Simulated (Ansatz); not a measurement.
Consider this model of amorphous Si15B15N35.

```yaml
crystal:
  lattice:
    - [9.50060, 0.37324, 0.30992]
    - [0.37324, 8.93400, 0.01477]
    - [0.30992, 0.01477, 9.57354]
  atoms:
    - { symbol: Si, position: [0.99348, 0.35081, 0.40575] }
    - { symbol: Si, position: [0.04559, 0.02915, 0.45157] }
    - { symbol: Si, position: [0.75266, 0.10330, 0.10925] }
    - { symbol: Si, position: [0.18640, 0.13362, 0.25284] }
    - { symbol: Si, position: [0.78092, 0.58238, 0.32053] }
    - { symbol: Si, position: [0.68587, 0.39337, 0.10491] }
    - { symbol: Si, position: [0.92566, 0.30968, 0.65767] }
    - { symbol: Si, position: [0.50440, 0.13783, 0.22941] }
    - { symbol: Si, position: [0.66903, 0.34823, 0.40602] }
    - { symbol: Si, position: [0.23885, 0.37515, 0.13629] }
    - { symbol: Si, position: [0.37958, 0.95097, 0.47055] }
    - { symbol: Si, position: [0.74217, 0.81660, 0.79652] }
    - { symbol: Si, position: [0.96250, 0.70507, 0.51471] }
    - { symbol: Si, position: [0.40302, 0.37838, 0.92787] }
    - { symbol: Si, position: [0.50764, 0.90504, 0.98408] }
    - { symbol: B, position: [0.45158, 0.98817, 0.76669] }
    - { symbol: B, position: [0.84718, 0.28295, 0.87400] }
    - { symbol: B, position: [0.52647, 0.11841, 0.52570] }
    - { symbol: B, position: [0.29072, 0.65885, 0.53239] }
    - { symbol: B, position: [0.14134, 0.32936, 0.82836] }
    - { symbol: B, position: [0.35984, 0.42543, 0.67404] }
    - { symbol: B, position: [0.49072, 0.61321, 0.48363] }
    - { symbol: B, position: [0.01768, 0.02122, 0.14385] }
    - { symbol: B, position: [0.86450, 0.88897, 0.96194] }
    - { symbol: B, position: [0.24992, 0.10192, 0.97276] }
    - { symbol: B, position: [0.11738, 0.50126, 0.61456] }
    - { symbol: B, position: [0.44841, 0.57981, 0.05315] }
    - { symbol: B, position: [0.61739, 0.30563, 0.69555] }
    - { symbol: B, position: [0.92228, 0.87552, 0.68656] }
    - { symbol: B, position: [0.67619, 0.68668, 0.06172] }
    - { symbol: N, position: [0.57324, 0.89229, 0.80816] }
    - { symbol: N, position: [0.84628, 0.73413, 0.66804] }
    - { symbol: N, position: [0.51806, 0.71956, 0.05502] }
    - { symbol: N, position: [0.39058, 0.53266, 0.57102] }
    - { symbol: N, position: [0.75867, 0.30583, 0.74965] }
    - { symbol: N, position: [0.76734, 0.76987, 0.97044] }
    - { symbol: N, position: [0.23795, 0.27625, 0.94524] }
    - { symbol: N, position: [0.61089, 0.24504, 0.54876] }
    - { symbol: N, position: [0.20703, 0.41324, 0.71274] }
    - { symbol: N, position: [0.79456, 0.26006, 0.01557] }
    - { symbol: N, position: [0.22732, 0.02520, 0.40210] }
    - { symbol: N, position: [0.39597, 0.75765, 0.47278] }
    - { symbol: N, position: [0.99458, 0.29950, 0.82156] }
    - { symbol: N, position: [0.47368, 0.35402, 0.75899] }
    - { symbol: N, position: [0.30364, 0.52652, 0.04280] }
    - { symbol: N, position: [0.00139, 0.89447, 0.55979] }
    - { symbol: N, position: [0.43320, 0.03914, 0.62467] }
    - { symbol: N, position: [0.15772, 0.05312, 0.08551] }
    - { symbol: N, position: [0.53876, 0.43926, 0.01927] }
    - { symbol: N, position: [0.98233, 0.46582, 0.56483] }
    - { symbol: N, position: [0.83279, 0.39192, 0.35031] }
    - { symbol: N, position: [0.12164, 0.34182, 0.27101] }
    - { symbol: N, position: [0.73573, 0.56594, 0.14637] }
    - { symbol: N, position: [0.99011, 0.19931, 0.52336] }
    - { symbol: N, position: [0.36391, 0.00771, 0.90300] }
    - { symbol: N, position: [0.58847, 0.02860, 0.09213] }
    - { symbol: N, position: [0.89383, 0.70114, 0.35971] }
    - { symbol: N, position: [0.34884, 0.22102, 0.18899] }
    - { symbol: N, position: [0.00257, 0.07181, 0.28529] }
    - { symbol: N, position: [0.61407, 0.54302, 0.41381] }
    - { symbol: N, position: [0.14522, 0.63948, 0.54858] }
    - { symbol: N, position: [0.89193, 0.97078, 0.08659] }
    - { symbol: N, position: [0.64302, 0.25577, 0.24052] }
    - { symbol: N, position: [0.51081, 0.05068, 0.38796] }
    - { symbol: N, position: [0.87956, 0.94851, 0.81954] }
```

Methods: PBE, scalar-relativistic without spin-orbit coupling (Ansatz, a program for electronic structure); r2SCAN, scalar-relativistic without spin-orbit coupling (Ansatz); HSE06, scalar-relativistic without spin-orbit coupling (Ansatz). Neutral PBE cell, which sets geometry, pressure and energy: sampling: a 2×2×2 Γ-centred mesh; Fermi-Dirac width 0.02 eV; no spin polarisation. Exact exchange is cut at the faces of this 9 Å cell, which leaves hybrid gaps a finite-size error.

It comes from a melt-quench run on a machine-learned potential (CHGNet), relaxed afterwards by DFT. N atoms were pushed apart under 1.9 Å during the dynamics, to hinder bonds among them. The hot cell started wider than the set density and was brought back towards it in steps. It is the lowest in DFT energy of 2 quenches. It is a model cell: composition and starting density were chosen by hand, and all elements were melted together. No dispersion term was used. Its density started from a set value of 2.20 and ended at 2.20 g/cm³. Cooling (nominally 630 K/ps over its main leg) ran many orders faster than in experiment, which tends to leave more defects and strain. Values belong to this one cell and scatter from quench to quench. The volume was held where the preparation left it and the shape relaxed.

Task: Give the pressure, the energy against reference phases and the spacing of the highest filled and lowest empty levels.

Result: 
```json
{
 "Pressure on a 2×2×2 Γ-centred mesh": "0.78 GPa",
 "Largest force and stress component on that mesh (the relaxation ran on the zone centre alone)": "0.12 eV/Å and 0.8 GPa",
 "Energy relative to beta Si3N4 + bulk hexagonal BN (AA') (lowest mix at this level among the phases computed, not always the ambient ones)": "0.454 eV/atom",
 "Level gap on a 2×2×2 Γ-centred mesh (PBE)": "2.57 eV",
 "Level gap at the zone centre (PBE)": "2.63 eV",
 "Level gap at the zone centre (r2SCAN)": "3.08 eV",
 "Level gap at the zone centre (HSE06)": "3.92 eV",
 "Distance between the nearest levels spread over more than a fifth of the atoms or a third of the atoms of their main element (six at least) (PBE, zone centre)": "3.13 eV"
}
```

Task: At PBE and the zone centre, how localised are the states just below and above the Fermi level (participation number: the atoms over which a state spreads)?

Result: The highest filled state is spread over 3.1 atoms' worth, largest on N57, with weights by element (charge in smoothed Voronoi cells) N 0.87, Si 0.10, B 0.03. The lowest empty state is spread over 25.4 atoms' worth, largest on B28, with weights by element (charge in smoothed Voronoi cells) B 0.42, N 0.36, Si 0.22.

At PBE the levels at the filled edge of the gap are localised (band-tail or defect states), and the nearest spread-out levels lie 3.1 eV apart at the zone centre.

Bonds are counted up to Si-Si 2.60 Å, Si-B 2.28 Å, Si-N 2.32 Å, B-B 1.97 Å, B-N 1.76 Å, N-N 1.70 Å. Two cations that share two anions don't count as bonded, nor two that share one unless they lie closer than Si-Si 2.38 Å, Si-B 2.09 Å, B-B 1.80 Å.

A PBE run started with 1 μB on atoms that lack a bond or may hold spare charge lost its moments; other starts weren't tried.
